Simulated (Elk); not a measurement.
## A self-consistent single point of TiGeSb (P4/nmm, 6 atoms in the cell) with Elk

Method: PBEsol, all-electron FP-LAPW, Elk's shipped species files, LAPW+lo basis in Elk.

This input was run:

```
tasks
  0

xctype
  22

rgkmax
  7.5

gmaxvr
  16.0

nxoapwlo
  1

stype
  0

swidth
  0.00499791

maxscl
  100

avec
    6.9218041226    0.0000000000    0.0000000000
    0.0000000000    6.9218041226    0.0000000000
    0.0000000000    0.0000000000   15.4438982473

sppath
  './'

atoms
  3
  'Ti.in'
  2
  0.0000000000  0.5000000000  0.7528500000    0.0 0.0 0.0
  0.5000000000  0.0000000000  0.2471500000    0.0 0.0 0.0
  'Ge.in'
  2
  0.0000000000  0.0000000000  0.0000000000    0.0 0.0 0.0
  0.5000000000  0.5000000000  0.0000000000    0.0 0.0 0.0
  'Sb.in'
  2
  0.0000000000  0.5000000000  0.3835400000    0.0 0.0 0.0
  0.5000000000  0.0000000000  0.6164600000    0.0 0.0 0.0

ngridk
  7 7 3
```

Log, with long lists cut:

```
│ Elk code version 10.2.4 │

All units are atomic (Hartree, Bohr, etc.)

│ Ground-state run starting from atomic densities │

Lattice vectors :
   6.921804123       0.000000000       0.000000000
   0.000000000       6.921804123       0.000000000
   0.000000000       0.000000000       15.44389825

Unit cell volume      :    739.9383589
Brillouin zone volume :   0.3352309155

Muffin-tin inner radius fraction :   0.1000000000E-01

Nuclei treated as point charges

Species :    1 (Ti)
 parameters loaded from : Ti.in
 name : titanium
 nuclear charge    :   -22.00000000
 electronic charge :    22.00000000
 atomic mass :    87256.20310
 muffin-tin radius :    2.400000000
 number of radial points in muffin-tin :    497
 atomic positions (lattice), magnetic fields (Cartesian) :
   1 :   0.25000000  0.25000000  0.25285000    0.00000000  0.00000000  0.00000000
   2 :  -0.25000000 -0.25000000 -0.25285000    0.00000000  0.00000000  0.00000000

Species :    2 (Ge)
 parameters loaded from : Ge.in
 name : germanium
 nuclear charge    :   -32.00000000
 electronic charge :    32.00000000
 atomic mass :    132414.6195
 muffin-tin radius :    2.400000000
 number of radial points in muffin-tin :    497
 atomic positions (lattice), magnetic fields (Cartesian) :
   1 :   0.25000000 -0.25000000  0.50000000    0.00000000  0.00000000  0.00000000
   2 :  -0.25000000  0.25000000  0.50000000    0.00000000  0.00000000  0.00000000

Species :    3 (Sb)
 parameters loaded from : Sb.in
 name : antimony
 nuclear charge    :   -51.00000000
 electronic charge :    51.00000000
 atomic mass :    221954.9019
 muffin-tin radius :    2.600000000
 number of radial points in muffin-tin :    597
 atomic positions (lattice), magnetic fields (Cartesian) :
   1 :   0.25000000  0.25000000 -0.11646000    0.00000000  0.00000000  0.00000000
   2 :  -0.25000000 -0.25000000  0.11646000    0.00000000  0.00000000  0.00000000

   [... lines left out ...]
Maximum (1/2)|G+k|²                   :    4.622443389
Maximum |G| for potential and density :    16.00000000
 potential will be trimmed for |G| > 2 gkmax
Constant for pseudocharge density :   10
Radial integration step length :    4

G-vector grid sizes :     36    36    80
Number of G-vectors :    51259

Maximum angular momentum used for
 APW functions                      :    8
 outer part of muffin-tin           :    6
 inner part of muffin-tin           :    1

Total nuclear charge    :   -210.0000000
Total core charge       :    128.0000000
Total valence charge    :    82.00000000
Total excess charge     :    0.000000000
Total electronic charge :    210.0000000

Effective Wigner radius, rₛ :   0.9439794630

Number of empty states         :   24
Total number of valence states :   65
Total number of core states    :  128

Total number of local-orbitals :   86

Exchange-correlation functional :     22     0     0
 PBEsol, Phys. Rev. Lett. 100, 136406 (2008)
 gradient requirement :    1
 generalised gradient approximation (GGA)

Smearing type :    0
 Gaussian
Smearing width :   0.4997910000E-02
Effective electronic temperature (K) :    1578.215154

Mixing type :    3
 Broyden mixing, J. Phys. A: Math. Gen. 17, L317 (1984)

Kohn-Sham potential initialised from atomic data
│ Self-consistent loop started │
│ Loop number : 1 │
 total energy                :     -18873.0888230
│ Loop number : 2 │
 total energy                :     -18873.2615292
RMS change in Kohn-Sham potential (target) :   0.2020951819     (  0.1000000000E-05)
Absolute change in total energy (target)   :   0.1727062111     (  0.1000000000E-03)
│ Loop number : 3 │
 total energy                :     -18873.1217010
RMS change in Kohn-Sham potential (target) :   0.2023034077     (  0.1000000000E-05)
Absolute change in total energy (target)   :   0.9665164160E-01 (  0.1000000000E-03)
│ Loop number : 4 │
 total energy                :     -18872.4392596
RMS change in Kohn-Sham potential (target) :   0.1880474537     (  0.1000000000E-05)
Absolute change in total energy (target)   :   0.7066042959     (  0.1000000000E-03)
│ Loop number : 5 │
 total energy                :     -18869.3986004
RMS change in Kohn-Sham potential (target) :   0.1266419378     (  0.1000000000E-05)
Absolute change in total energy (target)   :    3.217310291     (  0.1000000000E-03)
   [... lines left out ...]
Absolute change in total energy (target)   :   0.1634507971E-03 (  0.1000000000E-03)
│ Loop number : 13 │
 total energy                :     -18862.8705636
RMS change in Kohn-Sham potential (target) :   0.2307413675E-04 (  0.1000000000E-05)
Absolute change in total energy (target)   :   0.1223457166E-02 (  0.1000000000E-03)
│ Loop number : 14 │
 total energy                :     -18862.8708047
RMS change in Kohn-Sham potential (target) :   0.2167055585E-05 (  0.1000000000E-05)
Absolute change in total energy (target)   :   0.5470047690E-03 (  0.1000000000E-03)
│ Loop number : 15 │
 total energy                :     -18862.8707718
RMS change in Kohn-Sham potential (target) :   0.1181956529E-05 (  0.1000000000E-05)
Absolute change in total energy (target)   :   0.1038163973E-03 (  0.1000000000E-03)
│ Loop number : 16 │
 total energy                :     -18862.8707570
RMS change in Kohn-Sham potential (target) :   0.3482943093E-06 (  0.1000000000E-05)
Absolute change in total energy (target)   :   0.1119230728E-04 (  0.1000000000E-03)
Convergence targets achieved

│ Loop number : 17 │

Energies :
 Fermi                       :     0.331355770774
 sum of eigenvalues          :     -11238.2675383
 electron kinetic            :      19680.2144721
 core electron kinetic       :      18933.5842699
 Coulomb                     :     -37967.9512726
 Coulomb potential           :     -30163.6112868
 nuclear-nuclear             :     -1835.54719048
 electron-nuclear            :     -42101.1968775
 Hartree                     :      5968.79279538
 Madelung                    :     -22886.1456292
 xc potential                :     -754.870723606
 exchange                    :     -563.173841133
 correlation                 :     -11.9601214668
 total energy                :     -18862.8707631

Density of states at Fermi energy :    83.02714440
 (states/Hartree/unit cell)

Estimated indirect band gap :   0.1877047632E-02
 from k-point     15 to k-point     13
Estimated direct band gap   :   0.3097296591E-02
 at k-point     13

Charges :
 core                        :    128.0000000
 valence                     :    82.00000000
 interstitial                :    9.542678430
 muffin-tins (core leakage)
  species :    1 (Ti)
   atom    1                 :    20.39179186     (  0.5840714579E-09)
   atom    2                 :    20.39179186     (  0.5840714579E-09)
  species :    2 (Ge)
   atom    1                 :    30.68696022     (  0.3443176757E-03)
   atom    2                 :    30.68696022     (  0.3443176757E-03)
  species :    3 (Sb)
   atom    1                 :    49.14990871     (  0.8036856067E-03)
   atom    2                 :    49.14990871     (  0.8036856067E-03)
 total in muffin-tins        :    200.4573216
 total calculated charge     :    209.9884520
 total charge                :    210.0000000
 error                       :   0.1154796276E-01

│ Self-consistent loop stopped │
```

The run converged in 17 iterations. The count includes the last loop, which Elk runs after its targets are met.

The starting cell comes from a database of computed structures (which also holds hypothetical and non-ambient phases and stackings), without a prior relaxation at this level. Its lattice was rescaled by a random factor within 2.5 % of one. Spin-orbit coupling is off. Spin polarisation is off. Values depend on the basis (sphere radii, cutoffs, local orbitals), which need not be converged. The log's line on a gap gives a spacing of levels on this mesh, which the program prints for metals too.

Cost on one core of a shared machine: roughly 2 min.
